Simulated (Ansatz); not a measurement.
```
CELL_PARAMETERS angstrom
      5.05009    -0.00015    -0.09259
      2.52495     4.37415    -0.05862
     -0.14126    -1.34603    24.56524
ATOMIC_POSITIONS crystal
  C  0.90424 0.59529 0.06518
  C  0.40792 0.58678 0.06528
  C  0.91298 0.09081 0.06518
  C  0.40866 0.09096 0.06531
  C  0.24996 0.91179 0.04675
  C  0.74235 0.92526 0.04665
  C  0.23589 0.41755 0.04660
  C  0.74205 0.41945 0.04921
  C  0.57259 0.28380 0.15074
  C  0.07160 0.28640 0.15072
  C  0.56997 0.78530 0.15073
  C  0.07123 0.78525 0.15080
  C  0.90269 0.61493 0.13030
  C  0.40516 0.60909 0.13034
  C  0.90872 0.11177 0.13032
  C  0.40578 0.11169 0.12990
  C  0.23392 0.97948 0.23494
  C  0.73415 0.97884 0.23496
  C  0.23456 0.47911 0.23495
  C  0.73424 0.47911 0.23489
  C  0.56910 0.30495 0.21403
  C  0.06864 0.30630 0.21402
  C  0.56777 0.80578 0.21402
  C  0.06841 0.80576 0.21413
  C  0.89730 0.67278 0.31896
  C  0.39713 0.67321 0.31895
  C  0.89688 0.17301 0.31895
  C  0.39709 0.17302 0.31899
  C  0.23116 0.99978 0.29804
  C  0.73133 0.99936 0.29805
  C  0.23158 0.49955 0.29804
  C  0.73137 0.49955 0.29800
  C  0.55937 0.36762 0.40297
  C  0.05984 0.36627 0.40298
  C  0.56072 0.86678 0.40297
  C  0.06004 0.86680 0.40287
  C  0.89455 0.69309 0.38205
  C  0.39431 0.69374 0.38204
  C  0.89390 0.19346 0.38205
  C  0.39423 0.19346 0.38210
  C  0.22583 0.05758 0.48668
  C  0.72328 0.06350 0.48667
  C  0.21979 0.56080 0.48669
  C  0.72277 0.56088 0.48709
  C  0.55591 0.38877 0.46626
  C  0.05692 0.38614 0.46627
  C  0.55852 0.88725 0.46627
  C  0.05722 0.88730 0.46620
  C  0.87865 0.76095 0.57026
  C  0.38628 0.74739 0.57036
  C  0.89270 0.25515 0.57037
  C  0.38626 0.25335 0.56779
  C  0.22430 0.07730 0.55177
  C  0.72052 0.08595 0.55175
  C  0.21556 0.58189 0.55182
  C  0.71993 0.58174 0.55168
  Au 0.72942 0.93526 0.65800
  Au 0.37949 0.63749 0.65807
  Au 0.02575 0.28685 0.65840
  Au 0.71922 0.64674 0.76165
  Au 0.38396 0.31724 0.75086
  Au 0.04602 0.99175 0.76099
  Au 0.74563 0.35547 0.86609
  Au 0.41003 0.02613 0.85531
  Au 0.08353 0.68085 0.85595
  Au 0.75159 0.03491 0.95893
  Au 0.40153 0.73734 0.95904
  Au 0.10566 0.38558 0.95854
```

The first 56 atoms are the substrate (C-dia), the rest the film (Au).

All values below come from PBE (plane waves to 420 eV, PAW; Ansatz, an electronic-structure program). No spin–orbit coupling; the runs are not spin-polarised; PBE gaps are too small against experiment. Its k-point mesh 6×6×1, Fermi–Dirac width 0.05 eV.

**Question.** Describe the bonding at the interfaces and give the barriers.

**Answer.** A periodic stack without vacuum, fcc Au (1 1 1) on diamond (1 1 1) (film strained to the substrate, faces as cut): substrate slab C56, film Au12, surface cells [[-2, 2], [-2, 0]] and [[-2, 1], [-1, -1]], film strained by -0.8 and -0.8 %, faces C/C and Au/Au as cut (like faces can put a slab off its formula).
```
Quantity                                                                                  Result
-------------------------------------------------------------------------------  ---------------
interface area                                                                           22.1 Å²
period                                                                                   24.55 Å
gaps between the outermost planes at the two interfaces                          2.15 and 2.15 Å
Au–C contacts across the interfaces within 1.22 times the sum of covalent radii   6, mean 2.27 Å
hole barrier (PBE)                                                                       0.68 eV
electron barrier (PBE)                                                                   3.44 eV
```
